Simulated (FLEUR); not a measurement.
Band structure of Tl (P6_3/mmc, 2 atoms in the cell).

```
Tl
1.0
    3.56099     0.00000     0.00000
   -1.78050     3.08391     0.00000
    0.00000     0.00000     5.74933
Tl
2
Cartesian
  0.00000   2.05594   1.43733
  1.78050   1.02797   4.31200
```

Level of theory: PBE, all-electron FLAPW (FLEUR), scalar-relativistic valence in FLEUR.

Settings: Kmax = 3.8 1/bohr; GmaxXC = 11.4 1/bohr; xcFunctional = pbe; jspins = 1; l_soc = F; mode = hist; fermiSmearingEnergy = 0.00999582 Htr; mesh (inpgen div1-3) = 7 7 4; inpgen gamma flag = true; Gmax = 11.4 1/bohr; numbands = 0; maxIterBroyd = 99; imix = Anderson; alpha = 0.05.

The starting cell comes from a database of computed structures (which also holds hypothetical and non-ambient phases and stackings), without a prior relaxation at this level. Its lattice was rescaled by a random factor within 2.5 % of one. Spin-orbit coupling is off. Values depend on the basis (sphere radii, cutoffs, local orbitals), which need not be converged.

Levels in eV from the Fermi level, bands 10 to 17:
| point | 10 | 11 | 12 | 13 | 14 | 15 | 16 | 17 |
|---|---|---|---|---|---|---|---|---|
| Γ | -11.07 | -9.40 | -5.23 | -2.48 | 7.46 | 7.46 | 9.32 | 9.32 |
| M | -11.01 | -5.65 | -4.56 | -0.82 | 0.47 | 1.33 | 3.57 | 3.78 |
| K | -11.06 | -4.59 | -4.59 | -1.04 | 1.55 | 1.55 | 2.64 | 2.96 |
| A | -11.15 | -8.13 | -8.13 | 2.91 | 2.91 | 8.34 | 8.34 | 8.34 |
| L | -11.02 | -4.76 | -4.76 | -1.94 | -1.94 | 5.26 | 5.26 | 5.59 |
| H | -11.06 | -4.22 | -4.22 | -0.70 | -0.70 | 0.31 | 0.31 | 6.99 |
